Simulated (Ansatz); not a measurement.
## Response to strain in hypothetical simple cubic Ir

Take Ir in the simple cubic structure (space group Pm-3m, No. 221; a = 2.572 Å; a hypothetical phase, not in the database extracts checked; relaxed with 0.1 eV smearing) as the base. Axes: x, y, z lie along the cube axes.

Strains are applied to the cell and any free atomic positions relax; under biaxial strain the out-of-plane vector relaxes too.

Level of theory: PBE (Ansatz, a quantum-chemistry and plane-wave program), no spin-orbit coupling.

Notes on the quantities. pressure: mean of the normal stresses, compression positive; energy relative to the base: free energy F.

```json
[
 {"variant": "base", "pressure": "0.0 GPa", "out-of-plane strain": "–", "energy relative to the base": "0 meV/atom"},
 {"variant": "biaxial strain −2.03 %, plane normal [001], relaxed out of plane", "pressure": "8.2 GPa", "out-of-plane strain": "+1.20 %", "energy relative to the base": "+25 meV/atom"},
 {"variant": "biaxial strain −1.52 %, plane normal [001], relaxed out of plane", "pressure": "5.9 GPa", "out-of-plane strain": "+0.90 %", "energy relative to the base": "+14 meV/atom"},
 {"variant": "biaxial strain −1.45 %, plane normal [001], relaxed out of plane", "pressure": "5.6 GPa", "out-of-plane strain": "+0.86 %", "energy relative to the base": "+12 meV/atom"},
 {"variant": "biaxial strain +1.08 %, plane normal [001], relaxed out of plane", "pressure": "-3.4 GPa", "out-of-plane strain": "-0.65 %", "energy relative to the base": "+6.0 meV/atom"},
 {"variant": "biaxial strain −1.05 %, plane normal [111], relaxed out of plane", "pressure": "1.2 GPa", "out-of-plane strain": "+1.64 %", "energy relative to the base": "+2.0 meV/atom"},
 {"variant": "isotropic strain +3.93 %", "pressure": "-21.1 GPa", "out-of-plane strain": "–", "energy relative to the base": "+154 meV/atom"}
]
```

No phonon test of stability was made. All final runs are without spin polarisation. Ir has a high density of states at the Fermi level and may be magnetic at this level.
